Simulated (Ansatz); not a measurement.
Consider Ta$_{4}$N$_{5}$ (space group I4/m, No. 87; a cell from a computed database, its experimental status unchecked).

```
Ta4N5
1.0
   -3.41183     3.41183     2.12831
    3.41183    -3.41183     2.12831
    3.41183     3.41183    -2.12831
Ta N
4 5
Direct
  0.21556   0.60483   0.82040
  0.78444   0.39517   0.17960
  0.39517   0.21556   0.61073
  0.60483   0.78444   0.38927
  0.50000   0.50000   0.00000
  0.09176   0.30610   0.39786
  0.90824   0.69390   0.60214
  0.69390   0.09176   0.78566
  0.30610   0.90824   0.21434
```

Cartesian axes are those of the cell as printed.

All numbers come from PBEsol (Ansatz, an electronic-structure program, PAW, no spin-orbit coupling).

Strains are applied to the cell and any free atomic positions relax; under biaxial strain the out-of-plane vector relaxes too.

One change was made to it. Results:

| quantity | base | after |
|---|---|---|
| pressure (mean of the normal stresses, compression positive) | 0.0 GPa | 0.7 GPa |
| energy relative to the base (free energy F) | 0 meV/atom | +25 meV/atom |
| shortest interatomic distance | 2.069 Å | 2.052 Å |

Q: What was done to the base?
A. uniaxial strain ε_xx = −4.55 %
B. isotropic strain +3.24 %
C. tensor shear ε_xy = +3.14 %
D. biaxial strain +0.23 %, plane normal [001], relaxed out of plane

A: C, tensor shear ε_xy = +3.14 %. For comparison, the energy relative to the base in the other runs: uniaxial strain ε_xx = −4.55 % gives +51 meV/atom; isotropic strain +3.24 % gives +92 meV/atom; biaxial strain +0.23 %, plane normal [001], relaxed out of plane gives +0.3 meV/atom.

A biaxial case was relaxed in a doubled cell and then solved in the primitive one. Without a gap, meshes like the base's 13×13×13 leave anisotropic stresses uncertain by several tenths of a GPa, and small strain energies with them. Whether these cells are dynamically stable was not tested. All final runs are without spin polarisation. An odd electron count without spin: Ta4N5.
